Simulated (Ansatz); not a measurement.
Here is the system:

```xyz
10
Lattice="2.3503 1.3570 4.2762 -2.3503 1.3570 4.2762 0.0000 -2.7139 4.2762" Properties=species:S:1:pos:R:3 pbc="T T T"
Al     0.0000     0.0000     8.3138
Al     0.0000     0.0000     1.8995
Al     0.0000     0.0000     4.5148
Al     0.0000     0.0000    10.9291
O      0.7213     1.4646     5.3452
O     -1.6290    -0.1077     5.3452
O     -0.7213    -1.4646     7.4833
O     -0.9078     1.3570     7.4833
O      1.6290     0.1077     7.4833
O      0.9078    -1.3570     5.3452
```

No spin polarisation.

Level of theory: Ansatz (an electronic-structure program), PBE, PAW, cutoff 420 eV, scalar-relativistic without spin-orbit coupling. Settings: 8×8×8 k-points, 0.05 eV Fermi–Dirac smearing.

Estimate the gap character.

Direct at Γ.

What is the computed valence-band top at Γ (three highest levels, from the VBM)?

0.00, -0.06, -0.06 eV.

What is the computed band gap?

6.70 eV.

The cells carry an imposed strain or load. Stability against distortions was not tested. The cell was made from Al2O3 in the corundum structure (space group R-3c, No. 167) by this change: isotropic strain −2.25 %.
